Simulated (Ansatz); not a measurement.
The parent structure is GeSe (space group P6_3mc, No. 186; a = 4.710 Å, c = 5.685 Å; a hypothetical phase, not in the database extracts checked).

Perturbation: S takes the place of Se on all its sites; the structure is relaxed again.

Levels (all Ansatz, an electronic-structure program, PAW, earlier PAW set): PBEsol (420 eV, no spin-orbit coupling); HSE06 (420 eV, scalar-relativistic without spin-orbit coupling).

The geometry is relaxed with PBEsol.

| Quantity | Result |
|---|---|
| PBEsol band gap | 0.59 eV |

**Question.** How does going to HSE06 change the band gap?

**Answer.** The band gap grows by 0.45 eV to 1.04 eV.

Single points use the geometry relaxed with PBEsol. HSE06 was sampled on its mesh, a few special points and the semilocal edge points, so its gap is an upper bound. Whether these cells are dynamically stable was not tested. As relaxed here, GeS is a hypothetical phase, not in the database extracts checked.
